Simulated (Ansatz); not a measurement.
# Fermi-surface data of CuGa₂ (P4/mmm)

Here is the system:

```xyz
3
Lattice="2.8104 0.0000 0.0000 0.0000 2.8104 0.0000 0.0000 0.0000 5.7116" Properties=species:S:1:pos:R:3 pbc="T T T"
Ga     1.4052     1.4052     1.6183
Ga     1.4052     1.4052     4.0933
Cu     0.0000     0.0000     0.0000
```

Computed with PBEsol, rigid bands (plane waves, PAW, scalar-relativistic; Ansatz, a program for electronic structure). Cell: cell and atoms relaxed with PBEsol.

```
Quantity                                                               Result
------------------------------------  ---------------------------------------
density of states at the Fermi level       0.752 states/(eV·cell), both spins
bare Sommerfeld coefficient                         0.59 mJ/(mol of atoms·K²)
Drude plasma energy                              8.4 (x), 8.4 (y), 6.7 (z) eV
root-mean-square Fermi velocity                                     1.2e6 m/s
resistivity times τ                   6.9 (x), 6.9 (y), 10.8 (z) ×10⁻²² Ω·m·s
```

A metal at this level (no band gap); rigid bands, thermally averaged at 300 K, both spins. Spin-orbit coupling is left out. τ is one relaxation time for all states.

Formula and space group known from diffraction (Crystallography Open Database), not checked to be the room-temperature form: CuGa2 (P4/mmm).
